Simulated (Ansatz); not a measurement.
**Effect of Al → Y on TiAl3**

Take TiAl₃ (space group I4/mmm, No. 139; a = 3.846 Å, c = 8.619 Å) as the base.

Modification: Y takes the place of Al on all its sites; the structure is relaxed again.

Computed with plane-wave PAW DFT at the PBE level (Ansatz, an electronic-structure program, 420 eV), without spin-orbit coupling, earlier PAW set. Γ-centred 14×14×14 mesh, Fermi–Dirac width 0.05 eV, for the changed cell.

The volume per atom increases by 12.05 Å³ (15.93 Å³ → 27.98 Å³) and the density rises by 1.31 g/cm³ (3.36 g/cm³ → 4.67 g/cm³). The lattice parameter a goes up by 1.873 bohr to 9.140 bohr and the c/a ratio shrinks by 0.263, from 2.241 to 1.978. The space group is still I4/mmm (No. 139) and the band gap remains zero.

Whether these cells are dynamically stable was not tested. As relaxed here, Y3Ti is a hypothetical phase, not in the database extracts checked. The final runs are not spin-polarised. An odd electron count without spin: Y3Ti and TiAl3. Y3Ti has a high density of states at the Fermi level and may be magnetic at this level.
